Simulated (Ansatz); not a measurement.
**Response to strain in Cu3N**

Take Cu$_{3}$N (space group Pm-3m, No. 221; a = 3.827 Å) as the base.

Strains are applied to the cell and any free atomic positions relax.

Method: Ansatz (a quantum-chemistry and plane-wave program) PBE, without spin-orbit coupling.

Notes on the quantities. energy relative to the base: free energy F.

```csv
variant,shortest interatomic distance,energy relative to the base,pressure
base,191.3 pm,0 meV/atom,0.0 GPa
isotropic strain −3.00 %,185.6 pm,+46 meV/atom,13.2 GPa
isotropic strain −2.40 %,186.8 pm,(withheld),10.1 GPa
isotropic strain −1.80 %,187.9 pm,+16 meV/atom,(withheld)
```

**Question.** Some entries are withheld; estimate them.

**Answer.** 
- isotropic strain −2.40 %, energy relative to the base: +29 meV/atom
- isotropic strain −1.80 %, pressure: 7.2 GPa

A case with no gap was solved on a k-mesh chosen for an insulator, which is coarse for it. No phonon test of stability was made. All final runs are without spin polarisation.
